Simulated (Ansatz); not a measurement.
Zinc-blende LiF (model structure), treated with PBEsol in Ansatz (plane waves, PAW).

Numerical settings: plane-wave cutoff 500 eV, 12×12×12 k mesh, gaussian smearing 0.02 eV, scalar-relativistic PAW data made under PBE.

Cell (relaxed at this level):

```
CELL_PARAMETERS angstrom
      0.00000     2.15504     2.15504
      2.15504     0.00000     2.15504
      2.15504     2.15504     0.00000
ATOMIC_POSITIONS crystal
  Li 0.00000 0.00000 0.00000
  F  0.25000 0.25000 0.25000
```

### Question
Estimate the band gap that the calculation returns.

### Answer

* **band gap**: 7.68 eV (on the SCF k mesh)

Note: the relaxation could raise the start's symmetry but not lower it, so the cell can be a saddle point.

Cost on a shared machine: about 7 core-seconds (a rough figure).

A model structure was made by putting elements into a prototype or built by hand; it is no filed structure, need not be a known phase, and can be a saddle point held by its symmetry.

Ansatz is a first-principles code.
